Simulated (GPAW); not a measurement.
# Worked example: self-consistent single point of Ni3Al (Pm-3m, 4 atoms in the cell) in GPAW

Method of the run: PBE, GPAW PAW datasets PBE (gpaw-data 1.0.1) (plane waves; GPAW).

The input file:

```python
from ase import Atoms
from ase.units import GPa
from gpaw import GPAW, PW

atoms = Atoms(['Al', 'Ni', 'Ni', 'Ni'],
              cell=[[3.570000, 0.000000, 0.000000],
                    [0.000000, 3.570000, 0.000000],
                    [0.000000, 0.000000, 3.570000]],
              positions=[[0.000000, 0.000000, 0.000000],
                         [0.000000, 1.785000, 1.785000],
                         [1.785000, 0.000000, 1.785000],
                         [1.785000, 1.785000, 0.000000]],
              pbc=True)

atoms.set_initial_magnetic_moments([0.0, 0.5, 0.5, 0.5])

calc = GPAW(spinpol=True,
            mode=PW(800),
            xc='PBE',
            kpts=(7, 7, 7),
            occupations={'name': 'methfessel-paxton', 'width': 0.136, 'order': 0},
            nbands=-10,
            convergence={'forces': 0.001},
            symmetry={'symmorphic': False, 'tolerance': 0.0005},
            maxiter=150)

atoms.calc = calc

energy = atoms.get_potential_energy()
print('Energy (eV):', round(energy, 6))
forces = atoms.get_forces()
print('Forces (eV/Ang):')
print(forces.round(5))
stress = atoms.get_stress()
print('Stress (GPa, Voigt):', (stress / GPa).round(4))
```

Output (repeated stretches shortened):

```
Input parameters:
  convergence: {forces: 0.001}
  kpts: [7 7 7]
  maxiter: 150
  mode: {ecut: 800.0,
         name: pw}
  nbands: -10
  occupations: {name: methfessel-paxton,
                order: 0,
                width: 0.136}
  spinpol: True
  symmetry: {symmorphic: False,
             tolerance: 0.0005}
  xc: PBE

species:
  Al:
    name: Aluminium
    Z: 13.0
    valence: 3
    core: 10
    charge: 0.0
    file: Al.PBE.gz

    # Using partial waves for Al as LCAO basis

  Ni:
    name: Nickel
    Z: 28.0
    valence: 16
    core: 12
    charge: 0.0
    file: Ni.PBE.gz

    # Using partial waves for Ni as LCAO basis

Reference energy: -130707.418607  # eV

Spin-polarized calculation.
Initial magnetic moment: 1.500000

Convergence criteria:
 Maximum [total energy] change in last 3 cyles: 0.0005 eV / valence electron
 Maximum integral of absolute [dens]ity change: 0.0001 electrons / valence electron
 Maximum integral of absolute [eigenst]ate change: 4e-08 eV^2 / valence electron
 Maximum change in the atomic [forces] across last 2 cycles: 0.001 eV/Ang OR
Maximum error relative to the maximum force is below inf
 Maximum number of scf [iter]ations: 150

Symmetries present (total): 48
Symmetries with fractional translations: 0
343 k-points: 7 x 7 x 7 Monkhorst-Pack grid
20 k-points in the irreducible part of the Brillouin zone
       k-points in crystal coordinates                weights
   0:     0.00000000    0.00000000    0.00000000          1/343
   1:     0.14285714    0.00000000    0.00000000          6/343
   2:     0.14285714    0.14285714    0.00000000         12/343
   [... 7 lines left out ...]
          ...
  19:     0.42857143    0.42857143    0.42857143          8/343

Wave functions: Plane wave expansion
  Cutoff energy: 800.000 eV
  Number of coefficients (min, max): 2320, 2363
  Pulay-stress correction: 0.000000 eV/Ang^3 (de/decut=0.000000)

Occupation numbers: Methfessel-Paxton:
  width: 0.1360  # eV
  order: 0

Eigensolver

Densities:
  Coarse grid: 24*24*24 grid
  Fine grid: 48*48*48 grid
  Total Charge: 0.000000

Density mixing:
  Method: difference
  Backend: pulay
  Linear mixing parameter: 0.05
  old densities: 5
  Damping of long wavelength oscillations: 50

Hamiltonian:
  XC and Coulomb potentials evaluated on a 48*48*48 grid
  External potential:
    NoExternalPotential

XC parameters: PBE with 2 nearest neighbor stencil

Number of atoms: 4
Number of atomic orbitals: 40
Number of bands in calculation: 36
Number of valence electrons: 51
Bands to converge: occupied

Density initialized from atomic densities
  36 bands from LCAO basis set

Atomic positions and initial magnetic moments

Positions:
   0 Al     0.000000    0.000000    0.000000    ( 0.0000,  0.0000,  0.0000)
   1 Ni     0.000000    1.785000    1.785000    ( 0.0000,  0.0000,  0.5000)
   2 Ni     1.785000    0.000000    1.785000    ( 0.0000,  0.0000,  0.5000)
   3 Ni     1.785000    1.785000    0.000000    ( 0.0000,  0.0000,  0.5000)

Unit cell:
           periodic     x           y           z      points  spacing
  1. axis:    yes    3.570000    0.000000    0.000000    24     0.1487
  2. axis:    yes    0.000000    3.570000    0.000000    24     0.1487
  3. axis:    yes    0.000000    0.000000    3.570000    24     0.1487

  Lengths:   3.570000   3.570000   3.570000
  Angles:   90.000000  90.000000  90.000000

Effective grid spacing dv^(1/3) = 0.1488

     iter     time        total  log10-change:         magmom
                         energy   eigst   dens  force
iter:   1 --:--:--   -27.163038                          +1.5023
iter:   2 --:--:--   -27.208973   -0.22  -1.62           +0.9696
iter:   3 --:--:--   -27.156988   -0.81  -1.70           +0.6779
iter:   4 --:--:--   -27.391816   -1.30  -1.79           +0.7102
iter:   5 --:--:--   -27.360362   -2.21  -1.90           +0.7137
iter:   6 --:--:--   -27.336527   -2.27  -2.01           +0.7633
iter:   7 --:--:--   -27.338752c  -2.84  -2.43           +0.7689
iter:   8 --:--:--   -27.338727c  -3.60  -3.07           +0.7741
iter:   9 --:--:--   -27.338726c  -4.11  -3.19           +0.7736
iter:  10 --:--:--   -27.338740c  -4.29  -3.19           +0.7736
iter:  11 --:--:--   -27.338526c  -4.83  -3.21           +0.7736
iter:  12 --:--:--   -27.338533c  -5.82  -3.91           +0.7734
iter:  13 --:--:--   -27.338520c  -6.08  -3.91           +0.7729
iter:  14 --:--:--   -27.338513c  -6.45  -4.22c          +0.7725
iter:  15 --:--:--   -27.338509c  -6.93  -4.77c          +0.7722
iter:  16 --:--:--   -27.338506c  -7.10  -4.80c          +0.7720
iter:  17 --:--:--   -27.338505c  -7.56c -4.96c          +0.7721
iter:  18 --:--:--   -27.338504c  -8.01c -5.05c -25.41c   +0.7721

Converged after 18 iterations.

Dipole moment: (-0.000000, -0.000000, -0.000000) |e|*Ang

Total magnetic moment: (0.000000, 0.000000, 0.772084)
Local magnetic moments:
   0 Al ( 0.000000,  0.000000, -0.013119)
   1 Ni ( 0.000000,  0.000000,  0.286338)
   2 Ni ( 0.000000,  0.000000,  0.286338)
   3 Ni ( 0.000000,  0.000000,  0.286338)

Energy contributions relative to reference atoms: (reference = -130707.418607)

Kinetic:        +22.700166
Potential:      -14.876536
External:        +0.000000
XC:             -35.414269
Entropy (-ST):   -0.029809
Local:           +0.267040
SIC:             +0.000000
--------------------------
Free energy:    -27.353409
Extrapolated:   -27.338504

Spin contamination: 0.096611 electrons
Showing only first 2 kpts
                      Up                     Down
 Kpt  Band  Eigenvalues  Occupancy  Eigenvalues  Occupancy
  0    23      8.39288    0.82621      8.86913    0.00003
  0    24      8.39288    0.82621      8.86913    0.00003
  0    25      9.24120    0.00000      9.20375    0.00000
  0    26      9.24120    0.00000      9.20375    0.00000

  1    23      8.11974    0.99992      8.42921    0.71277
  1    24      8.39310    0.82563      8.45198    0.62732
  1    25      8.41372    0.76502      8.86936    0.00003
  1    26     10.02015    0.00000     10.10593    0.00000

Fermi level: 8.48321

No gap
No difference between direct/indirect transitions
Energy (eV): -27.338504

Forces in eV/Ang:
  0 Al    0.00000    0.00000    0.00000
  1 Ni   -0.00000    0.00000    0.00000
  2 Ni   -0.00000    0.00000    0.00000
  3 Ni   -0.00000   -0.00000    0.00000

Stress tensor:
    -0.004698    -0.000000     0.000000
    -0.000000    -0.004698     0.000000
     0.000000     0.000000    -0.004698
Stress (GPa, Voigt): [-0.7527 -0.7527 -0.7527  0.      0.     -0.    ]
```

The run converged in 18 iterations. GPAW prints stress with tension positive.

The starting cell has typed, rounded lattice constants, without a prior relaxation at this level. The magnetic order is the one reached from the typed start; others were not searched systematically.

Cost on one core of a shared machine: roughly 2 min.
